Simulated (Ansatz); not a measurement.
**MoSe2 (R3m, No. 160, 3 atoms in the cell; start mp-7581; a measured phase of this formula has another space group)**

The numbers are results of HSE06 (PAW; Ansatz, a quantum-chemistry and plane-wave program), not measurements.

Numerical settings: plane-wave cutoff 460 eV, 10×10×10 k mesh, Fermi–Dirac smearing 0.01 eV, no spin polarisation, scalar-relativistic PAW data made under PBE.

Cell (relaxed with PBEsol):

```cif
data_MoSe2
_chemical_formula_sum 'Mo1 Se2'
_space_group_name_H-M_alt 'P 1'
_space_group_IT_number 1
_cell_length_a 6.83275
_cell_length_b 6.83275
_cell_length_c 6.83275
_cell_angle_alpha 27.705
_cell_angle_beta 27.705
_cell_angle_gamma 27.705
loop_
_space_group_symop_operation_xyz
  'x, y, z'
loop_
_atom_site_label
_atom_site_type_symbol
_atom_site_fract_x
_atom_site_fract_y
_atom_site_fract_z
_atom_site_occupancy
Mo1 Mo 0.66680 0.66680 0.66680 1
Se1 Se 0.41784 0.41784 0.41784 1
Se2 Se 0.24903 0.24903 0.24903 1
```

| Item | Value |
|---|---|
| band gap | 1.46 eV |
| smallest direct gap on the k points sampled | 2.21 eV |
| Γ–Γ gap | 4.37 eV |

Note: cell and atoms aren't relaxed at this level (pressure 0.3 GPa); the cell has widely spaced layers and the level no dispersion term, so their spacing and the moduli can rest on weak binding.

Spin–orbit coupling is not included.

Computing time: about 13 core-minutes (a rough figure).

A start named mp-… is a Materials Project structure, which need not be a measured phase.
